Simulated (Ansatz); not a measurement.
# Effect of uniaxial strain ε_zz = +2.00 % on CuI

Consider CuI in the zinc blende structure (space group F-43m, No. 216; a = 5.9393 Å). Axes: x, y, z lie along the cube axes.

Now apply this change: uniaxial strain ε_zz = +2.00 %, all other strain components held at zero, atoms relaxed at fixed cell.

Level of theory: plane-wave PAW DFT at the PBEsol level (Ansatz, a first-principles code, 420 eV), no SOC. Settings: 10×10×10 k-points, 0.05 eV Fermi–Dirac smearing.

| quantity | base | changed | shift |
|---|---|---|---|
| space group | F-43m (No. 216) | I-4m2 (No. 119) | – |
| shortest interatomic distance | 2.572 Å | 2.589 Å | +0.017 Å |
| energy relative to the base (free energy F) | 0 meV/atom | +2.0 meV/atom | +2.0 meV/atom |
| band gap | 1.17 eV | 1.10 eV | -0.07 eV |
| gap character | direct at Γ | direct at Γ | – |
| electron mass | 0.14 mₑ (at Γ) | 0.14 mₑ (at Γ) | – |
| valence-band top at Γ (three highest levels, from the VBM) | 0.00, 0.00, 0.00 eV | 0.00, 0.00, -0.04 eV | – |
| valley order (the lowest conduction-band minima on the path, energy above the VBM, named in the base's zone) | Γ 1.17 eV; L along ⟨111⟩ 2.11 eV; X along ⟨100⟩ 2.47 eV | Γ 1.10 eV; L along [111] 2.08 eV; X along [010] 2.48 eV; X along [001] 2.56 eV | – |
| stress (xx, yy, zz, yz, xz, xy; compression positive) | – | (-0.80, -0.80, -1.20, 0.00, 0.00, 0.00) GPa | – |

Spin-orbit coupling, missing from the scalar runs, can matter with I. Masses are band curvatures over ±0.01 Å⁻¹ around the edge. Stability against distortions was not tested. All final runs are without spin polarisation. Labels are those of the standard path for the cell's own space group.
